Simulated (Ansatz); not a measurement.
Start from V₃Si in the A15 (Cr3Si type) structure (space group Pm-3n, No. 223; a = 4.7012 Å).

All numbers come from PBE (Ansatz, an electronic-structure program), spin-orbit coupling left out.

For the base:

* **Lattice parameter a**: 4.701 Å

Modification: full substitution Si → Tl; the structure is relaxed again.

Question: What does the calculation give for the lattice parameter a after the change?

Answer: The lattice parameter a grows by 0.299 Å, from 4.701 Å to 5.000 Å.

Other magnetic orders, which the real material may have, were not ruled out. No phonon test of stability was made. Seeded moments were not kept for Si → Tl and the base. Spin-polarised in the final run: TlV3; the other runs are not.
